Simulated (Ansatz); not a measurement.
Start from TiC in the rock salt structure (space group Fm-3m, No. 225; a = 4.2934 Å; relaxed with 0.1 eV smearing). Axes: x, y, z lie along the cube axes.

Calculations: PBEsol, PAW, 420 eV (Ansatz, a quantum-chemistry and plane-wave program; scalar-relativistic without spin-orbit coupling).

Strains are applied to the cell and any free atomic positions relax; under biaxial strain the out-of-plane vector relaxes too.

One change was made to it. Results:

The energy increases by 0.6 meV/atom; the shortest interatomic distance grows by 0.004 Å (2.147 Å → 2.151 Å).

Task: Which change produced these results?
A) biaxial strain +0.42 %, plane normal [111], relaxed out of plane
B) biaxial strain −2.08 %, plane normal [111], relaxed out of plane
C) biaxial strain +2.50 %, plane normal [111], relaxed out of plane
D) biaxial strain −1.25 %, plane normal [111], relaxed out of plane

Result: A, biaxial strain +0.42 %, plane normal [111], relaxed out of plane. For comparison, the energy relative to the base in the other runs: biaxial strain −1.25 %, plane normal [111], relaxed out of plane gives +5.5 meV/atom; biaxial strain +2.50 %, plane normal [111], relaxed out of plane gives +20 meV/atom; biaxial strain −2.08 %, plane normal [111], relaxed out of plane gives +16 meV/atom.

Stability against distortions was not tested. The final runs are not spin-polarised.
